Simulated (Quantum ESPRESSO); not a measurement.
Worked example: self-consistent single point of BeTe (F-43m, 2 atoms in the cell) in Quantum ESPRESSO.

Computed with LDA (PZ), GBRV 1.5 ultrasoft (LDA) pseudopotentials (plane waves; Quantum ESPRESSO).

```
BeTe
1.0
    0.00000     2.81500     2.81500
    2.81500     0.00000     2.81500
    2.81500     2.81500     0.00000
Be Te
1 1
Direct
  0.00000   0.00000   0.00000
  0.25000   0.25000   0.25000
```

Reference input (self-consistent single point, DFT, PBE, plane waves, SSSP 1.1.2 efficiency (PBE) pseudopotentials): ecutwfc = 40 Ry; ecutrho = 320 Ry; occupations = smearing; smearing = fermi-dirac; degauss = 0.000734986 Ry; potentials = {Be: be_pbe_v1.4.uspp.F.UPF, Te: Te_pbe_v1.uspp.F.UPF}; K_POINTS = automatic 5 5 5 0 0 0; conv_thr = 1e-09 Ry; mixing_beta = 0.4. This run's input differs from it in these lines:

```diff
@@ -13,3 +13,3 @@
  ecutwfc = 40,
- ecutrho = 320,
+ ecutrho = 200,
  occupations = 'smearing',
@@ -23,4 +23,4 @@
 ATOMIC_SPECIES
-Be     9.0122  be_pbe_v1.4.uspp.F.UPF
-Te   127.6000  Te_pbe_v1.uspp.F.UPF
+Be     9.0122  be_lda_v1.4.uspp.F.UPF
+Te   127.6000  te_lda_v1.uspp.F.UPF
 ATOMIC_POSITIONS crystal
```

Log, with long lists cut:

```
     Self-consistent Calculation

     iteration #  1     ecut=    40.00 Ry     beta= 0.40

     Threshold (ethr) on eigenvalues was too large:
     Diagonalizing with lowered threshold

     total energy              =     -54.58570801 Ry
     estimated scf accuracy    <       0.03418123 Ry

     iteration #  2     ecut=    40.00 Ry     beta= 0.40

     total energy              =     -54.58475689 Ry
     estimated scf accuracy    <       0.00719218 Ry

     iteration #  3     ecut=    40.00 Ry     beta= 0.40

     total energy              =     -54.58531862 Ry
     estimated scf accuracy    <       0.00032884 Ry

   [... 3 blocks of this kind left out ...]

     iteration #  7     ecut=    40.00 Ry     beta= 0.40

     total energy              =     -54.58536270 Ry
     estimated scf accuracy    <          7.1E-09 Ry

     iteration #  8     ecut=    40.00 Ry     beta= 0.40
     End of self-consistent calculation

     the Fermi energy is     5.7706 ev

!    total energy              =     -54.58536270 Ry
     estimated scf accuracy    <          6.1E-11 Ry
     smearing contrib. (-TS)   =       0.00000000 Ry
     internal energy E=F+TS    =     -54.58536270 Ry

     convergence has been achieved in   8 iterations

     Forces acting on atoms (cartesian axes, Ry/au):

     atom    1 type  1   force =     0.00000000   -0.00000000   -0.00000000
     atom    2 type  2   force =    -0.00000000    0.00000000    0.00000000

     Total force =     0.000000     Total SCF correction =     0.000000

          total   stress  (Ry/bohr**3)                   (kbar)     P=      -21.74
  -0.00014780   0.00000000  -0.00000000          -21.74        0.00       -0.00
   0.00000000  -0.00014780   0.00000000            0.00      -21.74        0.00
  -0.00000000   0.00000000  -0.00014780           -0.00        0.00      -21.74

   JOB DONE.
```

The run converged in 8 iterations. Against the reference run the pressure goes from 1.27 to -2.17 GPa and the gap on the mesh goes from 2.037 to 1.959 eV.

The starting cell has typed, rounded lattice constants, without a prior relaxation at this level. Spin-orbit coupling is off.
